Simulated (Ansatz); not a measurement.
TiAl2O5: pressure series

The parent structure is TiAl2O5 (space group Cmcm, No. 63; a cell from a computed database, its experimental status unchecked).

```
TiAl2O5
1.0
    1.80184    -4.68016     0.00000
    1.80184     4.68016     0.00000
    0.00000     0.00000     9.64179
Ti Al O
2 4 10
Direct
  0.31510   0.68490   0.25000
  0.68490   0.31510   0.75000
  0.35923   0.64077   0.94385
  0.64077   0.35923   0.05615
  0.64077   0.35923   0.44385
  0.35923   0.64077   0.55615
  0.18765   0.81235   0.06675
  0.81235   0.18765   0.93325
  0.81235   0.18765   0.56675
  0.18765   0.81235   0.43325
  0.45532   0.54468   0.11761
  0.54468   0.45532   0.88239
  0.54468   0.45532   0.61761
  0.45532   0.54468   0.38239
  0.73578   0.26422   0.25000
  0.26422   0.73578   0.75000
```

Cell and atoms are relaxed at each pressure.

All numbers come from PBEsol/PAW in Ansatz (a program for electronic structure), no spin-orbit coupling.

Notes on the quantities. enthalpy: H = E + PV relative to the base's energy.

```
variant           shortest interatomic distance  width of the top valence band       enthalpy
----------------  -----------------------------  -----------------------------  -------------
base                                    1.831 Å                        0.65 eV              –
pressure −2 GPa                         1.835 Å                        0.61 eV  -0.13 eV/atom
pressure −1 GPa                         1.833 Å                        0.63 eV  -0.06 eV/atom
pressure 0.3 GPa                        1.830 Å                        0.65 eV  +0.02 eV/atom
pressure 0.7 GPa                        1.830 Å                        0.66 eV  +0.04 eV/atom
pressure 1.5 GPa                        1.828 Å                        0.67 eV  +0.09 eV/atom
pressure 3 GPa                          1.825 Å                        0.70 eV  +0.19 eV/atom
pressure 5 GPa                          1.819 Å                        0.73 eV  +0.31 eV/atom
pressure 7.5 GPa                        1.812 Å                        0.76 eV  +0.47 eV/atom
pressure 10 GPa                         1.805 Å                        0.79 eV  +0.62 eV/atom
```

The levels and masses belong to the bands next to the band gap. Load acts through the strain it causes; cell and atoms are relaxed under it. Stability against distortions was not tested. Competing high-pressure phases were not computed. All final runs are without spin polarisation.
